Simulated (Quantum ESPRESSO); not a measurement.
Quantum ESPRESSO run on As (R-3m, 2 atoms in the cell): self-consistent single point.

Method: PBE, GBRV 1.5 ultrasoft (PBE) pseudopotentials (plane waves; Quantum ESPRESSO).

```xyz
2
Lattice="1.8894 -1.0908 3.5343 0.0000 2.1817 3.5343 -1.8894 -1.0908 3.5343" Properties=species:S:1:pos:R:3 pbc="T T T"
As     0.0000     0.0000     2.4568
As     0.0000     0.0000     8.1959
```

Reference input (self-consistent single point, DFT, PBE, plane waves, GBRV 1.5 ultrasoft (PBE) pseudopotentials): ecutwfc = 40 Ry; ecutrho = 200 Ry; occupations = smearing; smearing = fd; degauss = 0.0073499 Ry; potentials = {As: as_pbe_v1.uspp.F.UPF}; K_POINTS = automatic 9 9 9 0 0 0; conv_thr = 1e-10 Ry; mixing_beta = 0.7. This run's input differs from it in these lines:

```diff
@@ -21,3 +21,3 @@
 &ELECTRONS
-    conv_thr = 1e-10
+    conv_thr = 7.3e-04
     mixing_beta = 0.7
```

Output (repeated stretches shortened):

```
     Self-consistent Calculation

     iteration #  1     ecut=    40.00 Ry     beta= 0.70

     Threshold (ethr) on eigenvalues was too large:
     Diagonalizing with lowered threshold

     total energy              =     -80.54393223 Ry
     estimated scf accuracy    <       0.01002433 Ry

     iteration #  2     ecut=    40.00 Ry     beta= 0.70

     total energy              =     -80.54415922 Ry
     estimated scf accuracy    <       0.00079572 Ry

     iteration #  3     ecut=    40.00 Ry     beta= 0.70
     End of self-consistent calculation

     the Fermi energy is     7.4417 ev

!    total energy              =     -80.54423787 Ry
     estimated scf accuracy    <       0.00000185 Ry
     smearing contrib. (-TS)   =      -0.00053717 Ry
     internal energy E=F+TS    =     -80.54370071 Ry

     convergence has been achieved in   3 iterations

     Forces acting on atoms (cartesian axes, Ry/au):

     atom    1 type  1   force =     0.00000000    0.00000000   -0.00873891
     atom    2 type  1   force =     0.00000000   -0.00000000    0.00873891

     Total force =     0.012359     Total SCF correction =     0.000297

          total   stress  (Ry/bohr**3)                   (kbar)     P=       12.52
   0.00011963   0.00000000   0.00000000           17.60        0.00        0.00
   0.00000000   0.00011963   0.00000000            0.00       17.60        0.00
   0.00000000   0.00000000   0.00001614            0.00        0.00        2.37

   JOB DONE.
```

The run converged in 3 iterations. Against the reference run the free energy hardly moves (within 1 meV/atom), the pressure stays at 1.25 GPa and the largest force goes from 0.212 to 0.225 eV/Å.

The starting cell has typed, rounded lattice constants, without a prior relaxation at this level. Its lattice was rescaled by up to half a per cent. One atom was moved a little off its site on purpose.
